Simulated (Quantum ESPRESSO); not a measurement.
## Quick settings and what they miss: Al5CuMo2 (P4/mmm, 8 atoms in the cell)

Self-consistent single point.

```xyz
8
Lattice="3.7333 0.0000 0.0000 0.0000 3.7333 0.0000 0.0000 0.0000 8.1854" Properties=species:S:1:pos:R:3 pbc="T T T"
Al     0.0000     1.8667     2.1471
Al     0.0000     1.8667     6.0383
Al     1.8667     0.0000     2.1471
Al     1.8667     0.0000     6.0383
Al     1.8667     1.8667     0.0000
Cu     0.0000     0.0000     4.0927
Mo     0.0000     0.0000     0.0000
Mo     1.8667     1.8667     4.0927
```

Method: PBEsol, PseudoDojo standard norm-conserving (PBESOL) pseudopotentials (plane waves; Quantum ESPRESSO).

Base settings: ecutwfc = 95 Ry; occupations = smearing; smearing = cold; degauss = 0.0073499 Ry; potentials = {Al: Al.upf, Cu: Cu.upf, Mo: Mo.upf}; K_POINTS = automatic 6 6 3 0 0 0; conv_thr = 1e-10 Ry.

Tight run (finer mesh or higher cutoff; not a proven limit): ecutwfc: 95 Ry → 133 Ry; conv_thr: 1e-10 Ry → 7.3e-11 Ry; K_POINTS: automatic 6 6 3 0 0 0 → automatic 9 9 5 0 0 0. It gave Fermi level (on the code's own zero) 13.25 eV; pressure 1.48 GPa; largest force (vector length) 0.011 eV/Å.

Quick runs, as changes from the base:
- A: the base itself
- B: ecutwfc: 95 Ry → 48 Ry; K_POINTS: automatic 6 6 3 0 0 0 → automatic 4 4 4 1 1 1
- C: ecutwfc: 95 Ry → 76 Ry; K_POINTS: automatic 6 6 3 0 0 0 → automatic 6 6 6 1 1 1
- D: smearing: cold → gauss; degauss: 0.0073499 Ry → 0.0147 Ry; K_POINTS: automatic 6 6 3 0 0 0 → automatic 4 4 4 0 0 0; potentials: PseudoDojo standard norm-conserving (LDA) [LDA (PW92)]
- E: ecutwfc: 95 Ry → 48 Ry; conv_thr: 1e-10 Ry → 7.3e-06 Ry; K_POINTS: automatic 6 6 3 0 0 0 → automatic 2 2 2 1 1 1

Energies are extrapolated to zero smearing width, which holds to low order in the width alone (under cold and Methfessel-Paxton smearing the free energy itself is taken).

Dashes: time of B, E, under 30 s; energy of D, another energy zero; pressure of E, not trusted under this conv_thr with d or f elements.

† marks runs with another functional, U, potentials or spin treatment: their distance from the tight run is not a convergence error alone.

The count of work is k-points × plane waves × bands × iterations; it is no time. Core times come from one kind of shared machine and are given to one figure; runs under 30 s give none.

The starting cell comes from a database of computed structures (which also holds hypothetical and non-ambient phases and stackings), without a prior relaxation at this level. Its lattice was rescaled by a random factor within 2.5 % of one. Spin polarisation is off.

```csv
run,energy less tight (meV/atom),pressure less tight (GPa),largest miss in a force vector (eV/Å),count of work / tight,core time / tight (rough)
A,-0.9,-0.01,0.027,0.29,0.3
B,2939.8,-150.63,0.013,0.036,–
C,10.3,-1.75,0.012,0.17,0.2
D†,–,-4.17,0.078,0.26,0.3
E,2828.7,–,0.072,0.0051,–
```

Among the runs at the tight run's level, the energy misses run from 0.9 to 2939.8 meV/atom.

Left out of this page: 1 run of the series outside the window shown, repeating another row's setting, or not comparable.
